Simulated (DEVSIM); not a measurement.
abrupt Si n-p junction

System: abrupt Si n-p junction, at 350 K.

```tsv
layer (left to right)	material	thickness (μm)	Nd (cm⁻³)	Na (cm⁻³)	τn (s)	τp (s)
1	Si	17.0	2.9e17	-	1.5e-6	1.5e-6
2	Si	66.0	-	2.4e17	1.5e-6	1.5e-6
```

Left contact: ohmic. Right contact: ohmic. Voltage is applied to the left contact. Recombination: SRH at mid-gap, radiative. Mobility is constant in doping.

Constants are typed, rounded textbook-type inputs, not results; the design itself was drawn at random and stands for no fabricated device. Values at 300 K; Nc and Nv go as T^1.5, mobilities as T to minus their exponent, the gap by Varshni's rule with the affinity fixed.

```
parameter               Si
----------------  --------
gap (eV)             1.124
affinity (eV)         4.05
permittivity          11.7
Nc (cm⁻³)          2.86e19
Nv (cm⁻³)           3.1e19
μn (cm²/Vs)           1417
μp (cm²/Vs)            470
T exponent of μn       2.3
T exponent of μp       2.2
B (cm³/s)          4.7e-15
Varshni α (eV/K)  0.000473
Varshni β (K)          636
```

Model (solved in DEVSIM): 1D drift-diffusion, Boltzmann statistics, complete ionisation; no tunnelling, impact ionisation, image-force lowering or self-heating.

```json
{
 "potential_step_across_the_device_at_zero_bias": "0.812 V",
 "largest_field_in_the_device_at_zero_bias": "170000 V/cm",
 "Dark forward voltage at 1 A/cm²": "0.624 V",
 "Dark forward voltage at 100 A/cm²": "0.788 V"
}
```

Dark forward current:

| V (V) | J (A/cm²) |
|---|---|
| -0.05 | -2.3e-8 |
| -0.10 | -8.6e-8 |
| -0.15 | -3.0e-7 |
| -0.20 | -1.2e-6 |
| -0.25 | -5.2e-6 |
| -0.30 | -2.5e-5 |
| -0.35 | -0.00012 |
| -0.40 | -0.00063 |
| -0.45 | -0.0032 |
| -0.50 | -0.017 |
| -0.55 | -0.089 |
| -0.60 | -0.46 |
| -0.65 | -2.4 |
| -0.70 | -11 |
| -0.75 | -45 |
| -0.80 | -130 |
| -0.85 | -280 |
| -0.90 | -520 |
| -0.95 | -850 |
| -1.00 | -1300 |
| -1.05 | -1800 |
| -1.10 | -2400 |
